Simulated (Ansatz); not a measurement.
A computed series for TiO2: response to strain

Take TiO2 in the anatase structure (space group I4_1/amd, No. 141; a = 3.7393 Å, c = 9.4551 Å) as the base. Axes: x, y, z lie along a, b, c of the conventional cell.

Strains are applied to the cell and any free atomic positions relax.

All numbers come from plane-wave PAW DFT at the LDA level (Ansatz, an electronic-structure program, 420 eV), without spin-orbit coupling.

Notes on the quantities. pressure: mean of the normal stresses, compression positive; energy relative to the base: free energy F.

```tsv
variant	pressure	gap character	volume per atom	energy relative to the base
base	0.0 kbar	–	11.02 Å³	0 meV/atom
uniaxial strain ε_xx = +0.60 %	-13.9 kbar	indirect, k = (0, 0, 0.417) in the run's primitive reciprocal basis → Γ	11.08 Å³	+0.5 meV/atom
uniaxial strain ε_xx = +1.20 %	-27.1 kbar	indirect, Γ–T (87 % along) → Γ	11.15 Å³	+1.9 meV/atom
uniaxial strain ε_xx = +1.80 %	-39.6 kbar	indirect, Γ–T (87 % along) → Γ	11.22 Å³	+4.1 meV/atom
uniaxial strain ε_xx = +2.40 %	-51.4 kbar	indirect, Γ–T (87 % along) → Γ	11.28 Å³	+7.2 meV/atom
uniaxial strain ε_xx = +3.00 %	-62.5 kbar	indirect, Γ–T (87 % along) → Γ	11.35 Å³	+11 meV/atom
```

No phonon test of stability was made. All final runs are without spin polarisation. k-point labels follow each cell's own Brillouin zone.
